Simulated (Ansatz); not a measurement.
Given:

```
CELL_PARAMETERS angstrom
      0.00000     3.29349     3.41474
      3.29349     0.00000     3.41474
      3.29349     3.29349     0.00000
ATOMIC_POSITIONS crystal
  Br 0.00000 0.00000 0.00000
  K  0.50000 0.50000 0.50000
```

No spin polarisation.

All numbers come from r2SCAN (Ansatz, a quantum-chemistry and plane-wave program, PAW, spin-orbit coupling left out). k-mesh 9×9×9 (Γ-centred); smearing 0.05 eV (Fermi–Dirac).

Question: Predict the valence-band top at Γ (three highest levels, from the VBM).

Answer: 0.00, 0.00, -0.02 eV.

Question: Predict the electron mass.

Answer: 0.37 mₑ along z, 0.40 mₑ across (at Γ).

Question: Predict the gap character.

Answer: Direct at Γ.

Load acts through the strain it causes; cell and atoms are relaxed under it. Masses are band curvatures over ±0.01 Å⁻¹ around the edge. Stability under load was not tested beyond the relaxation. The cell was made from KBr in the rock salt structure (space group Fm-3m, No. 225) by this change: uniaxial stress, 1 GPa tension along z.
